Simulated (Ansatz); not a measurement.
Convergence study of the k-point mesh for a (001) slab of Ta2N (cut from a parent of space group no. 164; 6 atoms in the cell)

```
CELL_PARAMETERS angstrom
      3.12220     0.00000     0.00000
     -1.56110     2.70390     0.00000
      0.00000     0.00000    21.37268
ATOMIC_POSITIONS crystal
  Ta 0.66667 0.33333 0.32752
  Ta 0.33333 0.66667 0.44394
  N  0.00000 0.00000 0.38573
  Ta 0.66667 0.33333 0.55606
  Ta 0.33333 0.66667 0.67248
  N  0.00000 0.00000 0.61427
```

Method of the run: PBE (plane waves, PAW; Ansatz, a program for electronic structure).

Base settings: basis.ecutwfc = 30.9 Ry; kpoints.mp_grid.grid = 11 11 1; hamiltonian.xc = pbe; hamiltonian.pseudopotentials = {kind: paw} (the program's default PAW files); scf.occupations.method = fermi_dirac; scf.occupations.width = 0.0073 Ry.

Only quantities that move along the ladder and can be compared are tabulated.

The count of work is k-points × plane waves × bands × iterations; it is no time. 

The starting cell comes from a database of computed structures (which also holds hypothetical and non-ambient phases and stackings), without a prior relaxation at this level. The slab is cut from that crystal, and its faces are unrelaxed. Its lattice was rescaled by up to half a per cent. Spin polarisation is off.

| kpoints.mp_grid.grid | free energy less the last step's (meV/atom) | largest difference of a force vector from the last step's (eV/Å) | count of work / last |
|---|---|---|---|
| 2 2 1 | 270.91 | 0.635 | 0.027 |
| 3 3 1 | 108.54 | 0.275 | 0.036 |
| 4 4 1 | 19.09 | 0.134 | 0.042 |
| 5 5 1 | 10.30 | 0.300 | 0.060 |
| 6 6 1 | -3.59 | 0.372 | 0.083 |
| 7 7 1 | -6.77 | 0.206 | 0.095 |
| 8 8 1 | -3.57 | 0.022 | 0.12 |
| 9 9 1 | -1.51 | 0.074 | 0.12 |
| 10 10 1 | -0.68 | 0.084 | 0.17 |
| 11 11 1 | -0.41 | 0.052 | 0.19 |
| 12 12 1 | -0.36 | 0.039 | 0.20 |
| 14 14 1 | 0.12 | 0.023 | 0.25 |
| 17 17 1 | 0.07 | 0.005 | 0.34 |
| 19 19 1 | 0.03 | 0.006 | 0.42 |
| 23 23 1 | -0.01 | 0.000 | 0.58 |
| 27 27 1 | -0.01 | 0.001 | 0.78 |
| 31 31 1 | 0.00 | 0.000 | 1.0 |

Coarsest kpoints.mp_grid.grid that holds the forces within 0.02 eV/Å of the last step, with all finer ones: 17 17 1, at 0.34 of the last step's count of work; the step before is off by 0.023 eV/Å.

Coarsest kpoints.mp_grid.grid that holds the free energy within 5 meV/atom of the last step, with all finer ones: 8 8 1, at 0.12 of the last step's count of work; the step before is off by 6.8 meV/atom.

Keys are those of Ansatz 0.2.
